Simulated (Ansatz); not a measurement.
System: pyrite PtAs₂. Method: PBEsol (plane waves, PAW; Ansatz, a first-principles code).

Run with plane-wave cutoff 520 eV, 6×6×6 k mesh, Fermi–Dirac smearing 0.01 eV, scalar-relativistic PAW data made under PBE.

Shape and atoms are relaxed at each volume.

Pressure at four volumes; x = ln(V/17.826 Å³). One pressure is withheld.

```
V (Å³/atom)        x  P (GPa)
-----------  -------  -------
17.113       -0.0408     7.04
17.826        0.0000     0.00
18.182        0.0198    -2.94
18.539        0.0392        ?
```

Q: Pass a parabola P(x) through the three rows shown, estimate the bulk modulus and its pressure derivative near zero pressure, and predict the withheld pressure.

A: Slopes between the rows: (0.00 − (7.04))/(0.0000 − (-0.0408)) = -172.55 and (-2.94 − (0.00))/(0.0198 − (0.0000)) = -148.48 GPa. Their difference over the span 0.0606 is c = 24.07/0.0606 = 397.2 GPa, so P(x) = 7.04 + (-172.55)(x − (-0.0408)) + 397.2 (x − (-0.0408))(x − (0.0000)). At the middle row B = −dP/dx = −[-172.55 + 397.2 × 0.0408] = 156.3 GPa, and B′ = dB/dP = 2c/B = 5.1. At x = 0.0392 the parabola gives -5.52 GPa; the run gives -5.53 GPa. The Birch–Murnaghan fit to the energies at all volumes has B0 = 156 GPa and B′ = 5.0.

Spin–orbit coupling is not included.
